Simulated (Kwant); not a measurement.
Model system: wire with one Gaussian impurity in a InAs two-dimensional gas. Effective mass 0.023 mₑ, grid spacing 7.5 nm, hard walls, nominal width 150 nm (19 grid rows, so walls 150 nm apart), one parabolic valley, scattering region 450 nm long along x; energies count from the band bottom; Fermi energy swept from 0.0005813 to 0.012353 eV. Impurity U exp(−r²/2σ²), U = -0.006 eV, σ = 12 nm, 0 nm off the axis.

Constants are typed, rounded textbook-type inputs, not results; the design itself was drawn at random and stands for no fabricated device.

Computed with Kwant: effective-mass tight-binding model on a square grid, one spin, coherent transport at 0 K. Conductance is in e²/h.

**Question.** How many channels do the leads carry at E = 3.85, 6.02, 9.98 meV?

**Answer.** The hard-wall thresholds are n² ħ²π²/(2mW²) = n² × 0.727 meV with W = 150 nm. √(3.85/0.727) = 2.30, so 2. √(6.02/0.727) = 2.88, so 2. √(9.98/0.727) = 3.71, so 3.
